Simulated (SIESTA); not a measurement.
Troubleshooting SIESTA: a failed run on Ca4IrN4 (P-1, 18 atoms in the cell). The aim is a self-consistent single point with DFT, GGA PBEsol, numerical atomic orbitals DZP, PseudoDojo PBEsol standard norm-conserving potentials (rewritten from UPF to PSML).

Cell that was meant: a = 5.9902 Å, b = 6.1526 Å, c = 8.3832 Å, α = 88.79°, β = 72.28°, γ = 70.34°.

Part of the input:

```
OccupationMPOrder            1
ElectronicTemperature        50.0 meV

MaxSCFIterations             3
SCF.MustConverge             false
SCF.Mixer.Method             Broyden
SCF.Mixer.Weight             0.1
SCF.Mixer.History            8
```

Output, abridged:

```
        iscf     Eharris(eV)        E_KS(eV)     FreeEng(eV)     dDmax    Ef(eV) dHmax(eV)
   scf:    1   -16382.967367   -16753.633374   -16753.635760  1.725809 -2.778451 45.166979
   scf:    2   -16946.441836   -16871.099234   -16871.100647  0.631263 -4.247184 17.094213
   scf:    3   -16909.080204   -16898.501095   -16898.502495  0.166576 -4.784577  3.164432
SCF_NOT_CONV: SCF did not converge  in maximum number of steps.
SCF_NOT_CONV: SCF did not converge  in maximum number of steps.
Geom step, scf iteration, dDmax, dHmax:    0     3      0.166576     0.232581
Geom step, scf iteration, dDmax, dHmax:    0     3      0.166576     0.232581

Using DM_out to compute the final energy and forces

   [... lines left out ...]
siesta: FreeEng =    -16898.502495
   [... lines left out ...]
siesta:     15   -0.733085   -0.413752   -0.122915
siesta:     16    0.733085    0.413752    0.122915
siesta:     17   -0.247355    0.098206   -0.002256
siesta:     18    0.247355   -0.098206    0.002256
siesta: ----------------------------------------
siesta:    Tot   -0.000000   -0.000000   -0.000000

siesta: Stress tensor (static) (eV/Ang**3):
siesta:     0.004504   -0.006331    0.006961
siesta:    -0.006140   -0.012707    0.000117
siesta:     0.006650    0.001678    0.003309

siesta: Cell volume =        276.018261 Ang**3

siesta: Pressure (static):
siesta:                Solid            Molecule  Units
siesta:           0.00001777          0.00001970  Ry/Bohr**3
siesta:           0.00163168          0.00180882  eV/Ang**3
siesta:           2.61423250          2.89805025  kBar
```

Question: Find the mistake and give the fix.

Answer: The fault is an iteration limit that is too low, with the stop on failure switched off. The program then goes on with a density that is not self-consistent. To fix it, raise the limit and let the run stop on failure. The run ended unconverged after 3 iterations.

The sound input it was made from differs as follows (other fixes are possible):
```diff
-MaxSCFIterations             3
-SCF.MustConverge             false
+MaxSCFIterations             150
```

With that input, the run converged in 22 iterations: free energy E − TS -16900.5278 eV; Fermi level (on the code's own zero) -4.40 eV; pressure 5.81 GPa; largest force (vector length) 0.616 eV/Å (DFT, GGA PBEsol, numerical atomic orbitals DZP, PseudoDojo PBEsol standard norm-conserving potentials (rewritten from UPF to PSML)).

On the sound input: the starting cell comes from a database of computed structures (which also holds hypothetical and non-ambient phases and stackings), without a prior relaxation at this level. Spin polarisation is off. Values carry the incompleteness of an atom-centred basis. With a pressure of about 6 GPa the cell is away from its equilibrium volume at this level.
